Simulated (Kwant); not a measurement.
Model system: wire with a row of barriers in a Si two-dimensional gas. Effective mass 0.19 mₑ, grid spacing 6.7 nm, hard walls, nominal width 200 nm (29 grid rows, so walls 201 nm apart), one parabolic valley, scattering region 670 nm long along x; energies count from the band bottom; Fermi energy swept from 3.9582e-05 to 0.00047004 eV. 2 barrier(s) across the wire, height 0.0023 eV, thickness 26.8 nm (about 4 grid columns), spaced by 107.2 nm.

The device is made up for the run: typed textbook-type constants, with dimensions and the other settings drawn at random.

Computed with Kwant: effective-mass tight-binding model on a square grid, one spin, coherent transport at 0 K. Conductance is in e²/h.

Density of the scattering states that come in from the left lead, at energy = 0.00014787 eV, in bins, relative to the largest site value (x marks bins outside the device):

```
|00000000000000000000000000000000000000000000|
|00000000000000000000000000000000000000000000|
|01111000001111000000000000000000000000000000|
|12222100012222100000000000000000000000000000|
|23443100013443210000000000000000000000000000|
|24554200023554210000000000000000000000000000|
|35664200024665310000000000000000000000000000|
|36775310035776420000000000000000000000000000|
|47886310036897420000000000000000000000000000|
|47997310136898520000000000000000000000000000|
|48997310146998520000000000000000000000000000|
|48997310136998520000000000000000000000000000|
|47997310136898520000000000000000000000000000|
|47886310036897420000000000000000000000000000|
|36775310035776420000000000000000000000000000|
|35664200024665310000000000000000000000000000|
|24554200023554210000000000000000000000000000|
|23443100013443210000000000000000000000000000|
|12222100012222100000000000000000000000000000|
|01111000001111000000000000000000000000000000|
|00000000000000000000000000000000000000000000|
|00000000000000000000000000000000000000000000|
```
Scale: ten equal steps from 0.000 (start of '0') to 0.992 (end of '9'), in the order '0123456789'; x runs from -321 to 321, y from -89.5 (bottom) to 89.5 (top).

The conductance there is 2.4e-5 e²/h with 1 open channel(s) in the leads.
